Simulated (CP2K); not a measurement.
Band structure of ScF₃ (C2, 4 atoms in the cell).

```xyz
4
Lattice="3.8255 0.0000 0.0000 -1.1010 3.6637 0.0000 -1.0080 -1.3555 3.6552" Properties=species:S:1:pos:R:3 pbc="T T T"
Sc    -1.0461     3.6228     0.0000
F     -0.0970     2.1545     3.1134
F     -0.3748     1.7810     0.5418
F      2.9916    -0.4324     1.8276
```

Level of theory: LDA (Pade form), GPW, DZVP-MOLOPT-SR-GTH basis, GTH-PADE potentials (GTH_POTENTIALS) (CP2K).

Settings: CUTOFF = 600 Ry; REL_CUTOFF = 60 Ry; KPOINTS/SCHEME = MONKHORST-PACK 8 8 7; GAMMA_CENTERED = T; XC_FUNCTIONAL = PADE; Sc/BASIS_SET = DZVP-MOLOPT-SR-GTH; Sc/POTENTIAL = GTH-PADE-q11; F/BASIS_SET = DZVP-MOLOPT-SR-GTH; F/POTENTIAL = GTH-PADE-q7; METHOD = GPW; EPS_DEFAULT = 1e-10; EXTRAPOLATION = USE_GUESS; NGRIDS = 5; SCF_GUESS = ATOMIC.

The starting cell comes from a database of computed structures (which also holds hypothetical and non-ambient phases and stackings), without a prior relaxation at this level. Its lattice was rescaled by a random factor within 2.5 % of one. Values carry the incompleteness of an atom-centred basis.

Problem. Predict the gap along the standard path and the places of the band edges.

Solution. The gap along the path is 5.17 eV, from I to Γ; the smallest direct gap on it is 5.44 eV.

Levels in eV from the top of the valence band on the SCF mesh, bands 13 to 17:
```csv
point,13,14,15,16,17
Γ,-1.29,-0.75,-0.50,-0.24,5.20
Y,-1.85,-0.79,-0.50,-0.09,5.82
F,-1.62,-0.99,-0.22,0.02,6.21
H,-1.54,-1.13,-0.71,-0.38,5.75
Z,-1.70,-0.76,-0.72,-0.68,5.54
I,-1.62,-0.99,-0.22,0.02,6.23
Y1,-1.85,-0.79,-0.50,-0.09,5.82
X,-1.57,-1.00,-0.71,-0.28,5.45
```

Higher empty bands are left out: an atom-centred basis made for the valence describes them poorly.
